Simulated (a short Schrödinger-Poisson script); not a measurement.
Stack: MOS inversion layer, SiO2 on p-type Si(111), at 300 K.

From the gate side: 3.2 nm SiO2; 830 nm Si, acceptors 2.7e17 cm⁻³.

Constants are typed, rounded textbook-type inputs, not results; the design itself was drawn at random and stands for no fabricated device. SiO2: permittivity 3.9, conduction-band edge (eV) 3.15, gap (eV) 9, electron mass (mₑ) 0.5. Si: permittivity 11.7, conduction-band edge (eV) 0, gap (eV) 1.124, Nv at 300 K (cm⁻³) 3.1e19.

Channel valleys (confinement mass, in-plane density-of-states mass, number): Δ6 0.258, 0.358, 6. At the gate the conduction-band edge of layer 1 lies 3.45 eV − eVg above the Fermi level of the channel; the field vanishes at the back. Gaps are held at their typed values at every temperature. Mesh 0.03 nm at interfaces.

From a short Schrödinger-Poisson script (our own, NumPy): 1D Poisson equation in equilibrium, electrons quantum, Hartree (BenDaniel-Duke, 12 states a valley, the channel's in-plane mass for all, wave functions ending at the dielectric), parabolic valleys, classical holes, full ionisation, no traps, pinning or gate leakage.

```
Vg (V)  electrons (cm⁻²)  C (μF/cm²)  Δ6 E0 (meV from the Fermi level)
------  ----------------  ----------  --------------------------------
0.45              5.27e9       0.162                             218.2
0.6              2.08e11       0.548                             122.9
0.75             8.17e11       0.765                              87.0
0.9              1.56e12       0.830                              69.8
1.05             2.35e12       0.862                              58.7
1.2              3.16e12       0.881                              50.4
1.35             3.99e12       0.895                              43.8
1.5              4.83e12       0.905                              38.4
1.65             5.69e12       0.914                              33.6
1.8              6.54e12       0.920                              29.5
1.95             7.41e12       0.927                              25.7
2.1              8.28e12       0.932                              22.3
2.25             9.15e12       0.936                              19.1
2.4              1.00e13       0.939                              16.2
2.55             1.09e13       0.943                              13.5
2.7              1.18e13       0.946                              10.9
2.85             1.27e13       0.949                               8.5
```

Gate voltages with under 1e9 electrons/cm² are left out.

Task: At Vg = 2.85 V the lowest Δ6 subband lies at 8.5 meV from the Fermi level. How many electrons does it hold, and what share of all?

Result: The two-dimensional density of states is g m/(πħ²) = 8.97e11 cm⁻² meV⁻¹ (both spins), kT = 25.9 meV, so n = D kT ln(1 + exp(−E/kT)) = 1.26e13 cm⁻², 0.99 of the 1.27e13 cm⁻² in all.

Task: Compare the slope of the sheet density between 2.55 and 2.85 V with the geometric capacitance of the layers between gate and channel.

Result: q Δn/ΔV = 0.961 μF/cm²; ε0/Σ(t/ε) = 1.08 μF/cm². The ratio is 0.89: the channel acts as a further capacitance in series.
